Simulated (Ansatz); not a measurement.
# Point defects in MnSi

The reference is an 8-atom supercell of MnSi (space group P2_13, No. 198; a = 4.4713 Å; ferromagnetic) at its relaxed geometry.

One neutral defect a cell, atoms relaxed at fixed cell.

Computed with PBEsol (Ansatz, a program for electronic structure; PAW; 420 eV plane waves; no SOC), earlier PAW set.

| variant | pressure | largest displacement of a host atom from its site in the perfect cell |
|---|---|---|
| perfect supercell | 0.0 GPa | – |
| Si vacancy | -5.2 GPa | 0.12 Å |
| Hg on a Mn site | 29.5 GPa | 0.22 Å |
| Mn vacancy, symmetric start | -9.2 GPa | 0.21 Å |

Other magnetic orders, which the real material may have, were not ruled out. In so small a cell the defect repeats every few ångströms: this is an ordered compound, not a dilute defect. Defects with a symmetric start kept the site's symmetry and may sit on a saddle; the others started slightly shaken.
